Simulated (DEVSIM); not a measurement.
abrupt GaAs p-n junction

Structure: abrupt GaAs p-n junction, at 300 K.

| layer (left to right) | material | thickness (μm) | Nd (cm⁻³) | Na (cm⁻³) | τn (s) | τp (s) |
|---|---|---|---|---|---|---|
| 1 | GaAs | 0.420 | - | 8.7e15 | 4.5e-8 | 4.5e-8 |
| 2 | GaAs | 2.20 | 6.3e15 | - | 4.5e-8 | 4.5e-8 |

Left contact: ohmic. Right contact: ohmic. Voltage is applied to the left contact. Recombination: SRH at mid-gap, Auger. Mobility is constant in doping.

This is a model device: material constants are rounded textbook-type values typed into the input, and sizes, dopings and lifetimes were drawn at random. Values at 300 K.

| parameter | GaAs |
|---|---|
| gap (eV) | 1.424 |
| affinity (eV) | 4.07 |
| permittivity | 12.9 |
| Nc (cm⁻³) | 4.7e17 |
| Nv (cm⁻³) | 9e18 |
| μn (cm²/Vs) | 8500 |
| μp (cm²/Vs) | 400 |
| Cn (cm⁶/s) | 1e-30 |
| Cp (cm⁶/s) | 1e-30 |

Simulated with DEVSIM: 1D drift-diffusion, Boltzmann statistics, complete ionisation; no tunnelling, impact ionisation, image-force lowering or self-heating.

```
Property                                           Result
---------------------------------------------  ----------
Potential step across the device at zero bias     1.133 V
Largest field in the device at zero bias       33000 V/cm
Dark forward voltage at 1 A/cm²                   0.903 V
Dark forward voltage at 100 A/cm²                 1.030 V
```

Dark forward current:

(V (V), J (A/cm²)): (0.05, 2.0e-11); (0.10, 6.9e-11); (0.15, 2.0e-10); (0.25, 1.5e-9); (0.30, 4.3e-9); (0.35, 1.2e-8); (0.40, 3.6e-8); (0.45, 1.2e-7); (0.55, 2.2e-6); (0.60, 1.2e-5); (0.65, 7.4e-5); (0.70, 0.00047); (0.80, 0.020); (0.85, 0.13); (0.90, 0.88); (0.95, 5.8); (1.00, 36); (1.10, 760); (1.15, 1900); (1.20, 3800)

Dark reverse current:

```
V (V)   J (A/cm²)
------  ---------
-0.20    -2.8e-11
-0.50    -6.0e-11
-1.00    -1.1e-10
-1.50    -1.5e-10
-2.00    -1.8e-10
-3.00    -2.5e-10
-4.00    -3.0e-10
-5.00    -3.4e-10
-6.50    -4.0e-10
-8.00    -4.5e-10
-10.00   -5.2e-10
```
